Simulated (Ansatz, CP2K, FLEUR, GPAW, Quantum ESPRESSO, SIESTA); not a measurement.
One structure in several programs: CaGa₂ (P1, 3 atoms in the cell)

Self-consistent single point, at a second geometry (atoms moved at random). First geometry:

```xyz
3
Lattice="4.2389 0.0000 0.0000 -2.1194 3.6710 0.0000 0.0000 0.0000 4.4164" Properties=species:S:1:pos:R:3 pbc="T T T"
Ca     0.0000     0.0000     0.0000
Ga     0.0000     2.4473     2.2082
Ga     2.1194     1.2237     2.2082
```

Second geometry:
```
CELL_PARAMETERS angstrom
      4.23886     0.00000     0.00000
     -2.11943     3.67096     0.00000
      0.00000     0.00000     4.41641
ATOMIC_POSITIONS crystal
  Ca 0.99995 0.98539 0.99510
  Ga 0.32138 0.68240 0.50511
  Ga 0.67868 0.33221 0.49980
```

Shared settings, as Ansatz (a first-principles code) writes them: kpoints.mp_grid.grid = 7 7 6; scf.occupations.method = fermi_dirac; scf.occupations.width = 0.1 eV. Potentials and cutoffs stand in the table.

```
code                                                                                                                                      model  ΔF from the first geometry (meV/atom)  pressure (GPa)  largest force (eV/Å)           cutoff
----------------  -----------------------------------------------------------------------------------------------------------------------------  -------------------------------------  --------------  --------------------  ---------------
SIESTA            GGA PBEsol, numerical atomic orbitals DZP, PseudoDojo PBEsol standard norm-conserving potentials (rewritten from UPF to PSML)                                   31.0            3.23                 1.100      grid 350 Ry
CP2K                                                                 PBEsol, GPW, TZVP-MOLOPT-SR-GTH basis, GTH-PBE potentials (GTH_POTENTIALS)                                   28.3           -0.24                     –      grid 600 Ry
Ansatz                                                                                                          PBEsol, PAW files made with PBE                                   28.1           -0.62                 1.013           420 eV
GPAW                                                                                      PBEsol, GPAW PAW datasets PBEsol (made by gpaw-setup)                                   29.8            0.23                 1.076           600 eV
FLEUR                                                                           PBEsol, all-electron FLAPW (FLEUR), scalar-relativistic valence                                   28.5               –                 1.028  Kmax 3.8 1/bohr
Quantum ESPRESSO                                                          PBEsol, PseudoDojo standard norm-conserving (PBESOL) pseudopotentials                                   28.3           -0.56                 1.019            80 Ry
```

Size of the force on each atom (eV/Å): Sizes of forces hide their directions.

| code | Ca1 | Ga2 | Ga3 |
|---|---|---|---|
| SIESTA | 0.329 | 1.100 | 0.857 |
| Ansatz | 0.229 | 1.013 | 0.840 |
| GPAW | 0.227 | 1.076 | 0.899 |
| FLEUR | 0.231 | 1.028 | 0.854 |
| Quantum ESPRESSO | 0.229 | 1.019 | 0.846 |

A dash marks a value that a program does not give, or that is left out as unsure.

The spread over the programs that give each value: ΔF from the first geometry within 2.9 meV/atom; pressure within 3.85 GPa; largest force within 0.087 eV/Å.

SIESTA and CP2K use small atom-centred bases, whose incompleteness enters pressures, forces and empty levels differently from a plane-wave cutoff. FLEUR treats all electrons, but the usual bases taken here (sphere radii, linearisation, local orbitals, empty states) were not tested for convergence, so the values are no reference for the others. Ansatz's pressure is given at a fixed set of plane waves, as the other plane-wave codes print theirs. In the pressure, SIESTA (by 3.79) lies more than 1 GPa from the median of the plane-wave programs. In the force vectors, SIESTA (by 0.102) lies more than 0.08 eV/Å from the median of the plane-wave programs.

The starting cell comes from a database of computed structures (which also holds hypothetical and non-ambient phases and stackings), without a prior relaxation at this level. For this run, on top of that: atoms moved at random.

Left out of this page: ABINIT (with a known weakness of the program).

Keys are those of Ansatz 0.2.
